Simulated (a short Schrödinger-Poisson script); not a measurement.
MOS inversion layer, SiO2 on p-type Si(100)

System: MOS inversion layer, SiO2 on p-type Si(100), at 400 K.

```
layer  material  thickness (nm)  Na (cm⁻³)
-----  --------  --------------  ---------
1          SiO2             3.5          -
2            Si             310     1.9e18
```

The device is made up for the run: typed textbook-type constants, with dimensions and the other settings drawn at random. SiO2: permittivity 3.9, conduction-band edge (eV) 3.15, gap (eV) 9, electron mass (mₑ) 0.5. Si: permittivity 11.7, conduction-band edge (eV) 0, gap (eV) 1.124, Nv at 300 K (cm⁻³) 3.1e19.

Channel valleys (confinement mass, in-plane density-of-states mass, number): Δ2 0.916, 0.19, 2; Δ4 0.19, 0.417, 4. At the gate the conduction-band edge of layer 1 lies 3.51 eV − eVg above the Fermi level of the channel; the field vanishes at the back. Gaps are held at their typed values at every temperature. Mesh 0.03 nm at interfaces.

Solved with a short Schrödinger-Poisson script written for these runs: 1D Poisson equation in equilibrium, electrons quantum, Hartree (BenDaniel-Duke, 12 states a valley, the channel's in-plane mass for all, wave functions free to enter the dielectric), parabolic valleys, classical holes, full ionisation, no traps, pinning or gate leakage.

```csv
Vg (V),electrons (cm⁻²),C (μF/cm²),Δ2 E0 (meV),Δ2 E1 (meV),Δ4 E0 (meV),Δ4 E1 (meV)
0.6,5.58e6,0.338,496.7,581.6,558.5,694.5
0.9,1.26e9,0.309,306.6,401.7,374.8,529.2
1.2,1.99e11,0.534,129.7,233.3,203.2,371.9
1.5,1.35e12,0.791,60.4,170.9,138.3,314.2
1.8,2.84e12,0.847,31.1,147.6,112.9,293.5
2.1,4.43e12,0.870,12.0,134.3,97.5,282.1
2.4,6.06e12,0.883,-2.7,125.2,86.3,274.5
2.7,7.71e12,0.891,-14.8,118.3,77.4,269.1
3,9.38e12,0.897,-25.5,112.9,69.9,264.9
3.3,1.11e13,0.902,-35.1,108.4,63.3,-
```

Gate voltages with under 1e6 electrons/cm² are left out.

Subbands count from the Fermi level; a dash marks a level above the dielectric's band edge.
